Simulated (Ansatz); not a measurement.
MgO (model structure, started from the CsCl type, Pm-3m, No. 221, 2 atoms in the cell; like a known high-pressure phase) was calculated with PBEsol (Ansatz, a program for electronic structure, plane waves, PAW).

Numerical settings: plane-wave cutoff 520 eV, 14×14×14 k mesh, Fermi–Dirac smearing 0.01 eV, scalar-relativistic PAW data made under PBE.

Cell (relaxed at this level):

```xyz
2
Lattice="2.6334 0.0000 0.0000 0.0000 2.6334 0.0000 0.0000 0.0000 2.6334" Properties=species:S:1:pos:R:3 pbc="T T T"
Mg     0.0000     0.0000     0.0000
O      1.3167     1.3167     1.3167
```

Q: Predict the band gap and smallest direct gap on the k points sampled.

A: 
band gap: 2.47 eV (indirect)
smallest direct gap on the k points sampled: 3.48 eV

Computed values are for the static lattice.

A model structure was made by putting elements into a prototype or built by hand; it is no filed structure, need not be a known phase, and can be a saddle point held by its symmetry.
